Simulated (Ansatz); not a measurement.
Convergence study of the plane-wave cutoff for Au (P-1, 2 atoms in the cell)

```yaml
crystal:
  lattice:
    - [2.82957, 0.00000, 0.00000]
    - [-0.01302, 2.83428, 0.00000]
    - [-1.14359, -1.19134, 4.94864]
  atoms:
    - { symbol: Au, position: [0.33124, 0.33829, 0.73604] }
    - { symbol: Au, position: [0.67286, 0.66596, 0.27406] }
```

Method of the run: LDA (PW92), default PAW files made with PBE (plane waves; Ansatz, a program for electronic structure).

Base settings: basis.ecutwfc = 30.9 Ry; kpoints.mp_grid.grid = 8 8 5; hamiltonian.xc = lda; hamiltonian.pseudopotentials = {kind: paw} (the program's default PAW files); scf.occupations.method = gaussian; scf.occupations.width = 0.0073 Ry.

The second cell is the first with its lattice scaled by 0.98.

The mesh stays at the base's, so the ladder's end is converged at best in this setting alone.

The first pressure column holds Ansatz's estimate of the finite-basis (Pulay) stress, which hides part of the cutoff error; the other is without it.

Only quantities that move along the ladder and can be compared are tabulated.

The count of work is k-points × plane waves × bands × iterations; it is no time. 

The starting cell comes from a database of computed structures (which also holds hypothetical and non-ambient phases and stackings), without a prior relaxation at this level. Its lattice was rescaled by up to half a per cent. One atom was moved a little off its site on purpose. In the base run, with a pressure of about -13 GPa the cell is away from its equilibrium volume at this level.

```csv
basis.ecutwfc,free energy less the last step's (meV/atom),energy of the compressed cell less the first (meV/atom),pressure (GPa),pressure without the Pulay estimate (GPa),largest difference of a force vector from the last step's (eV/Å),count of work / last
10.7 Ry,59316.83,-135.95,-72.71,-1520.06,4.543,0.081
12.5 Ry,27284.30,-359.66,-41.30,-859.04,0.266,0.089
14 Ry,13628.65,-67.32,-14.70,-507.28,1.754,0.11
15.4 Ry,6814.93,-53.28,-7.33,-298.72,1.076,0.13
16.9 Ry,3026.17,-28.12,-7.90,-162.36,0.172,0.13
18.4 Ry,1269.78,-64.58,-12.38,-87.06,0.265,0.14
21.7 Ry,152.14,-77.36,-13.59,-26.01,0.035,0.15
24.6 Ry,16.30,-76.26,-13.41,-15.18,0.006,0.19
27.9 Ry,1.96,-76.26,-13.39,-13.47,0.000,0.24
30.9 Ry,1.33,-76.33,-13.40,-13.44,0.000,0.27
33.8 Ry,0.76,-76.35,-13.41,-13.44,0.000,0.30
37.1 Ry,0.44,-76.36,-13.41,-13.42,0.000,0.36
41.5 Ry,0.29,-76.36,-13.41,-13.41,0.000,0.42
46.3 Ry,0.15,-76.37,-13.41,-13.41,0.000,0.48
54 Ry,0.06,-76.37,-13.41,-13.41,0.000,0.61
61.7 Ry,0.03,-76.37,-13.41,-13.41,0.000,0.75
74.2 Ry,0.00,-76.37,-13.41,-13.41,0.000,1.0
```

Coarsest basis.ecutwfc that holds the energy of the compressed cell less the first within 0.5 meV/atom of the last step, with all finer ones: 24.6 Ry, at 0.19 of the last step's count of work; the step before is off by 0.98 meV/atom.

Coarsest basis.ecutwfc that holds the free energy within 1 meV/atom of the last step, with all finer ones: 33.8 Ry, at 0.30 of the last step's count of work; the step before is off by 1.3 meV/atom.

Coarsest basis.ecutwfc that holds the pressure within 0.5 GPa of the last step, with all finer ones: 21.7 Ry, at 0.15 of the last step's count of work; the step before is off by 1.0 GPa.

The energy difference between the two cells stays within 1 meV/atom of the last step's from 21.7 Ry on, the total only from 33.8 Ry on: much of the error is common to both cells and cancels.

At the lowest cutoff the pressure without the Pulay estimate lies 1510 GPa under the last step's, the usual sign of Pulay stress in an incomplete plane-wave basis.

Keys are those of Ansatz 0.2.
